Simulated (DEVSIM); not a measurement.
System: abrupt Si n-p junction, at 300 K.

| layer (left to right) | material | thickness (μm) | Nd (cm⁻³) | Na (cm⁻³) | τn (s) | τp (s) |
|---|---|---|---|---|---|---|
| 1 | Si | 10.0 | 1.3e17 | - | 8.3e-5 | 8.3e-5 |
| 2 | Si | 60.0 | - | 6.8e16 | 8.3e-5 | 8.3e-5 |

Left contact: ohmic. Right contact: ohmic. Voltage is applied to the left contact. Recombination: SRH at mid-gap. Mobility is μmin + (μ − μmin)/(1 + (N/Nref)^α).

The device is made up for the run: typed textbook-type constants, with dimensions and the other settings drawn at random. Values at 300 K.

| parameter | Si |
|---|---|
| gap (eV) | 1.124 |
| affinity (eV) | 4.05 |
| permittivity | 11.7 |
| Nc (cm⁻³) | 2.86e19 |
| Nv (cm⁻³) | 3.1e19 |
| μn (cm²/Vs) | 1417 |
| μp (cm²/Vs) | 470 |
| μn,min | 52 |
| μp,min | 45 |
| Nref,n | 9.7e16 |
| Nref,p | 2.2e17 |
| αn | 0.68 |
| αp | 0.72 |

DEVSIM, 1D drift-diffusion, Boltzmann statistics, complete ionisation; no tunnelling, impact ionisation, image-force lowering or self-heating.

Question: Tabulate band edges, carrier densities and field at zero bias.

Answer: Energies count from the Fermi level of the right contact; mesh points crowd at the junctions.

```tsv
x (μm)	Ec (eV)	Ev (eV)	n (cm⁻³)	p (cm⁻³)	field (V/cm)
0.000	0.139	-0.985	1.3e17	890	≈ 0
0.04811	0.139	-0.985	1.3e17	890	≈ 0
0.1836	0.139	-0.985	1.3e17	890	≈ 0
0.5978	0.139	-0.985	1.3e17	890	≈ 0
2.660	0.139	-0.985	1.3e17	890	≈ 0
6.677	0.139	-0.985	1.3e17	890	≈ 0
8.906	0.139	-0.985	1.3e17	890	≈ 0
9.765	0.139	-0.985	1.3e17	890	≈ 0
9.934	0.144	-0.980	1.1e17	1100	4100
9.994	0.375	-0.749	1.4e13	8200000	92000
10.03	0.714	-0.410	2.9e7	4.0e12	69000
10.21	0.966	-0.158	1700	6.8e16	≈ 0
10.69	0.966	-0.158	1700	6.8e16	≈ 0
12.11	0.966	-0.158	1700	6.8e16	≈ 0
18.87	0.966	-0.158	1700	6.8e16	≈ 0
36.73	0.966	-0.158	1700	6.8e16	≈ 0
58.74	0.966	-0.158	1700	6.8e16	≈ 0
66.12	0.966	-0.158	1700	6.8e16	≈ 0
69.12	0.966	-0.158	1700	6.8e16	≈ 0
69.72	0.966	-0.158	1700	6.8e16	≈ 0
69.92	0.966	-0.158	1700	6.8e16	≈ 0
70.00	0.966	-0.158	1700	6.8e16	≈ 0
```
